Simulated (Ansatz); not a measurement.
Start from CdS in the wurtzite structure (space group P6_3mc, No. 186; a = 4.1636 Å, c = 6.7672 Å).

Calculations: r2SCAN (Ansatz, a first-principles code), scalar-relativistic without spin-orbit coupling.

Base values:

The electron mass is 0.15 mₑ along c, 0.16 mₑ across (at Γ), the lattice parameter a is 4.164 Å and the band gap is 1.63 eV. The valence-band top at Γ comes out as 0.00, 0.00, -0.04 eV.

One thing is altered: every S is replaced by Se, then cell and atoms are relaxed.

Tabulated Pauling electronegativity and covalent radius: S 2.58, 1.05 Å; Se 2.55, 1.20 Å.

Question: What does the calculation give for the electron mass after the change?

Answer: The electron mass goes from 0.15 mₑ along c, 0.16 mₑ across (at Γ) to 0.093 mₑ along c, 0.10 mₑ across (at Γ).

Question: What does the calculation give for the lattice parameter a after the change?

Answer: The lattice parameter a grows by 0.176 Å (4.164 Å → 4.340 Å).

Question: Predict the new band gap.

Answer: The band gap decreases by 0.527 eV (1.63 eV → 1.11 eV).

Question: What does the calculation give for the valence-band top at Γ after the change?

Answer: The valence-band top at Γ (three highest levels, from the VBM) stays 0.00, 0.00, -0.04 eV.

Effective masses come from finite differences of ±0.01 Å⁻¹. Whether these cells are dynamically stable was not tested.
